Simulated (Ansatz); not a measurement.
The reference is HfO2 (space group P4_2/nmc, No. 137; a = 3.6048 Å, c = 5.2650 Å).

The values are results of PBE in Ansatz (plane waves to 420 eV, PAW, no spin-orbit coupling), earlier PAW set, not measurements.

For the base:

The gap character is indirect, Z → Γ, the band gap is 4.67 eV and the width of the top valence band is 0.94 eV. The smallest direct gap is 4.73 eV.

It is then changed as follows: a hydrostatic pressure of 15 GPa.

**Question.** Predict the new gap character.

**Answer.** The gap character goes from indirect, Z → Γ to indirect, A → Γ.

**Question.** Predict the new band gap.

**Answer.** The band gap drops by 0.10 eV, from 4.67 eV to 4.57 eV.

**Question.** How does this affect the width of the top valence band?

**Answer.** The width of the top valence band goes up by 0.242 eV (0.94 eV → 1.19 eV).

**Question.** What does the calculation give for the smallest direct gap after the change?

**Answer.** The smallest direct gap grows by 0.03 eV, from 4.73 eV to 4.76 eV.

With Hf present, leaving out spin-orbit coupling can change the band edges. Load acts through the strain it causes; cell and atoms are relaxed under it. Stability against distortions was not tested. Competing high-pressure phases were not computed. This is not the structure that HfO2 has at room temperature and ambient pressure.

Ansatz is a program for electronic structure.
